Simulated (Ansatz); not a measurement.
Start from Mo in the bcc (W type) structure (space group Im-3m, No. 229).

```yaml
crystal:
  lattice:
    - [-1.56478, 1.56478, 1.56478]
    - [1.56478, -1.56478, 1.56478]
    - [1.56478, 1.56478, -1.56478]
  atoms:
    - { symbol: Mo, position: [0.00000, 0.00000, 0.00000] }
```

Cartesian axes are those of the cell as printed.

The values are results of PBEsol (Ansatz, a quantum-chemistry and plane-wave program), spin-orbit coupling left out, not measurements.

Base values:

* **Pressure**: 0.0 GPa
* **Shortest interatomic distance**: 5.122 bohr

One thing is altered: compressive biaxial strain of 2.69 % in the plane normal to [001], as in epitaxy on a mismatched substrate; the out-of-plane cell vector and the atoms relax.

Predict the new pressure and shortest interatomic distance.

The pressure (mean of the normal stresses, compression positive) goes from zero to 10.6 GPa; the shortest interatomic distance shrinks by 0.055 bohr (5.122 bohr → 5.067 bohr).

Without a gap, meshes like the base's 21×21×21 leave anisotropic stresses uncertain by several tenths of a GPa, and small strain energies with them. Stability against distortions was not tested. All final runs are without spin polarisation.
